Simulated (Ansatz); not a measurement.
Input and output of a relaxation of the atoms for LaZn (P4mm, 2 atoms in the cell) (Ansatz, a quantum-chemistry and plane-wave program).

Level of theory: LDA (PW92), default PAW files made with PBE (plane waves; Ansatz).

The change in words: one atom moved by 0.15 angstrom; relax: default → atoms; relax.f_tol: default → 0.2 eV/Å. Reference geometry:
```
LaZn
1.0
    3.76749     0.00000     0.00000
    0.00000     3.76749     0.00000
    0.00000     0.00000     3.76749
La Zn
1 1
Direct
  0.00000   0.00000   0.00000
  0.50000   0.50000   0.50000
```

Reference input (self-consistent single point, DFT, LDA (PW92), plane waves, default PAW files made with PBE): basis.ecutwfc = 30.9 Ry; kpoints.mp_grid.grid = 9 9 9; hamiltonian.xc = lda; hamiltonian.pseudopotentials = {kind: paw} (the program's default PAW files); scf.occupations.method = gaussian; scf.occupations.width = 0.0073 Ry. This run's input differs from it in these lines:

```diff
@@ -6,3 +6,3 @@
   atoms:
-    - { symbol: La, position_ang: [0.000000, 0.000000, 0.000000] }
+    - { symbol: La, position_ang: [0.000000, 0.000000, 0.149999] }
     - { symbol: Zn, position_ang: [1.883744, 1.883744, 1.883744] }
@@ -17,2 +17,4 @@
   occupations: { method: gaussian, width: 0.0073 Ry }
+relax:
+  f_tol: 0.2
 output:
```

Output (repeated stretches shortened):

```
   [... SCF lines of the steps left out ...]
relax step   1: F+E_penalty+E_count = -9322.83037519 eV  Δ(F+E_penalty+E_count) = +0.000e0 eV  max|allowed force component| = 2.345e-1 eV/Å  Δτ_max = 0.0000 Å  (6 SCF iters, dr2 threshold 1.00e-4 eV, accepted)
relax step   2: F+E_penalty+E_count = -9322.84590828 eV  Δ(F+E_penalty+E_count) = -1.553e-2 eV  max|allowed force component| = 7.529e-2 eV/Å  Δτ_max = 0.0504 Å  (6 SCF iters, accepted)
the relaxation is at rest under the 8 symmetry operations that the run kept from its start: a minimum is not shown …
Free energy (F): -9322.845908 eV
Internal energy: -9322.830410 eV  (E = F + TS)
E sigma→0 (E₀):  -9322.838159 eV
Entropy (-TS):   -0.015498 eV (-7.749 meV/atom)
Fermi energy:    10.300797 eV
--- Forces (eV/Å), atoms counted from 1 ---
  atom   1  La     0.00000000     0.00000000    -0.07529286
  atom   2  Zn    -0.00000000     0.00000000     0.07528954
--- Stress (GPa, compression-positive) ---
       -4.574295       0.000000      -0.000000
        0.000000      -4.574295       0.000000
       -0.000000       0.000000      -4.570429
  P = ⅓ Tr σ = -4.5730 GPa (-45.730 kbar)
   [... lines left out ...]
--- Relaxed structure (2 steps of the walk, 2 accepted, 0 SCFs on fresh bases) ---
  F+E_penalty+E_count = -9322.84590828 eV   max|allowed force component| = 7.529e-2 eV/Å
  atoms:
    - { symbol: La, position: [-6.389965386717903e-36, 0.0, 0.026431112792014964] }
    - { symbol: Zn, position: [0.49999999999999994, 0.49999999999999994, 0.5133828057091405] }
```

The run converged. 

Summary of the result:
```
Item                                                     Value
-----------------------------------------------  -------------
Free energy E − TS (on the zero of these files)  -9322.8459 eV
Fermi level (on the code's own zero)                  10.30 eV
Pressure                                             -4.57 GPa
Largest force (vector length)                       0.075 eV/Å
Relaxation steps                                             2
```

The starting cell comes from a database of computed structures (which also holds hypothetical and non-ambient phases and stackings), without a prior relaxation at this level. Its lattice was rescaled by up to half a per cent. For this run, on top of that: one atom moved by 0.15 angstrom. The relaxation keeps the symmetry of its start, so its end need not be a minimum. Ansatz's pressure includes its estimate of the finite-basis (Pulay) stress.

Keys are those of Ansatz 0.2.
